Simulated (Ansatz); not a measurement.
# GaAs: energy against strain

GaAs (zinc blende, F-43m, 22.653 Å³/atom at rest) under an equal strain ε in the (001) plane with the normal axis free, as in a coherent film. PBEsol in Ansatz, a plane-wave DFT program (PAW, default set), 420 eV, 10×10×10 Γ-centred mesh, Fermi-Dirac smearing 0.05 eV; ions are relaxed within the symmetry of each cell.

Here s stands for strain and y for E less E0.

| strain (%) | E less E0 (meV/atom) |
|---|---|
| -1.50 | 3.79 |
| -1.00 | 1.67 |
| -0.50 | 0.41 |
| 0.00 | 0.00 |
| 0.50 | 0.40 |
| 1.00 | 1.58 |
| 1.50 | 3.52 |
| 3.00 | ? |

Fit y of the 7 rows that show it with a parabola. Least squares gives y = 0.000 - 0.0714·s + 1.6248·s². Residuals (row less fit): 0.027, -0.026, -0.032, 0.000, 0.030, 0.027, -0.029; standard error 0.035 (degrees of freedom: 4). Twice the quadratic coefficient over the volume, 2 × 1.6248 meV × 10⁴ × 0.1602 / 22.653 Å³, is twice the biaxial elastic modulus of this plane = 230 ± 2 GPa.

Estimate the missing y (s = 3.00); what did the run itself give?

y = 0.000 - 0.0714 × 3.0 + 1.6248 × 3.0² = 14.409 meV/atom. The calculation gives 13.52 meV/atom, 0.889 meV/atom below the prediction (6.6 % of the range of y in the table). The row lies outside the fitted rows, so this is an extrapolation. From the scatter of the fitted rows alone, a prediction at this place has a standard error of 0.133 meV/atom, so the miss is 6.7 times that.

One order more, fitted to all 13 runs of the series, follows each within 0.01, so the miss is the next term of a smooth law. This level leaves no gap over 0.05 eV at strain 3.00, where the mesh may be coarse. Rows are the converged runs of the series near zero and its far end; series whose fitted rows scatter by over a few per cent of the range, as at a crossing or softening among them, aren't shown in this form. Most that stay on the fit to the last digits aren't either.
